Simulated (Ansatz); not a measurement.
**LiF: pressure −1 GPa**

Consider LiF in the rock salt structure (space group Fm-3m, No. 225; a = 4.0679 Å).

Perturbation: a negative pressure, −1 GPa.

Computed with Kohn–Sham DFT with the PBE functional, run in Ansatz (a program for electronic structure) with PAW and 420 eV plane waves, no SOC. Γ-centred 14×14×14 mesh, Fermi–Dirac width 0.05 eV.

| quantity | base | changed | shift |
|---|---|---|---|
| volume per atom | 8.41 Å³ | 8.55 Å³ | +0.131 Å³ |
| density | 2.56 g/cm³ | 2.52 g/cm³ | -0.04 g/cm³ |
| lattice parameter a | 7.687 bohr | 7.727 bohr | +0.040 bohr |
| shortest interatomic distance | 3.844 bohr | 3.863 bohr | +0.0198 bohr |
| enthalpy H = E + PV relative to the base's energy | – | -0.05 eV/atom | – |
| band gap | 8.83 eV | 8.70 eV | -0.13 eV |
| gap character | direct at Γ | direct at Γ | – |
| mean gap deformation potential ΔEg/Δln V | – | -8.5 eV | – |
| electron mass | 0.86 mₑ (at Γ) | 0.86 mₑ (at Γ) | – |

Final structure:

```xyz
2
Lattice="0.0000 2.0444 2.0444 2.0444 0.0000 2.0444 2.0444 2.0444 0.0000" Properties=species:S:1:pos:R:3 pbc="T T T"
F      0.0000     0.0000     0.0000
Li     2.0444     2.0444     2.0444
```

Load acts through the strain it causes; cell and atoms are relaxed under it. Effective masses come from finite differences of ±0.01 Å⁻¹. Whether these cells are dynamically stable was not tested.
